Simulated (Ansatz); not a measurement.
What uniaxial strain ε_yy = −1.38 % does to SnS

Start from SnS in the GeS type structure (space group Pnma, No. 62; a = 11.155 Å, b = 4.000 Å, c = 4.261 Å). Axes: x, y, z lie along a, b, c of the conventional cell.

It is then changed as follows: uniaxial strain ε_yy = −1.38 %, all other strain components held at zero; the atoms relax in the strained cell.

Method: plane-wave PAW DFT at the PBE-D3(BJ) level (Ansatz, a quantum-chemistry and plane-wave program, 420 eV), scalar-relativistic without spin-orbit coupling, earlier PAW set. k-mesh 3×8×8 (Γ-centred); smearing 0.05 eV (Fermi–Dirac).

| quantity | base | changed | shift |
|---|---|---|---|
| volume per atom | 23.77 Å³ | 23.44 Å³ | -0.33 Å³ |
| space group | Pnma (No. 62) | Pnma (No. 62) | – |
| shortest interatomic distance | 264.2 pm | 264.4 pm | +0.2 pm |
| energy relative to the base (free energy F) | 0 meV/atom | +1.2 meV/atom | +1.2 meV/atom |
| pressure (mean of the normal stresses, compression positive) | 0.00 GPa | 0.67 GPa | +0.67 GPa |
| band gap | 0.70 eV | 0.53 eV | -0.17 eV |
| gap character | indirect, Γ–Z (83 % along) → Y–Γ (33 % along) | indirect, Γ–Z (83 % along) → Y–Γ (33 % along) | – |
| smallest direct gap | 0.85 eV | 0.79 eV | -0.06 eV |
| width of the top valence band | 1.79 eV | 1.95 eV | +0.16 eV |
| largest internal atomic displacement | – | 0.012 Å | – |
| stress (xx, yy, zz, yz, xz, xy; compression positive) | – | (0.25, 1.24, 0.53, 0.00, 0.00, 0.00) GPa | – |

Final structure:

```
CELL_PARAMETERS angstrom
     11.15548     0.00000     0.00000
      0.00000     3.94471     0.00000
      0.00000     0.00000     4.26082
ATOMIC_POSITIONS crystal
  Sn 0.61803 0.75000 0.61141
  Sn 0.88197 0.25000 0.11141
  Sn 0.38197 0.25000 0.38859
  Sn 0.11803 0.75000 0.88859
  S  0.35286 0.75000 0.97248
  S  0.14714 0.25000 0.47248
  S  0.64714 0.25000 0.02752
  S  0.85286 0.75000 0.52752
```

Whether these cells are dynamically stable was not tested.
